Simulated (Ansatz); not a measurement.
# A computed series for WC: response to strain

Start from WC (space group P-6m2, No. 187; a = 2.899 Å, c = 2.827 Å; relaxed with 0.1 eV smearing). Axes: x lies along a and z along c of the hexagonal cell.

Strains are applied to the cell and any free atomic positions relax.

Calculations: PBEsol (Ansatz, an electronic-structure program, PAW, no spin-orbit coupling), earlier PAW set.

Candidates:
(a) strain tensor (xx, yy, zz, yz, xz, xy) = (+0.40, +1.19, −1.42, +1.51, −0.97, +0.84) %
(b) uniaxial strain ε_xx = −2.22 %
(c) isotropic strain −5.57 %

Notes on the quantities. energy relative to the base: free energy F.

Problem. Order them by energy relative to the base, lowest first.

Solution. (b) uniaxial strain ε_xx = −2.22 % (+12 meV/atom), (a) strain tensor (xx, yy, zz, yz, xz, xy) = (+0.40, +1.19, −1.42, +1.51, −0.97, +0.84) % (+24 meV/atom), (c) isotropic strain −5.57 % (+0.442 eV/atom)

Whether these cells are dynamically stable was not tested. The final runs are not spin-polarised.
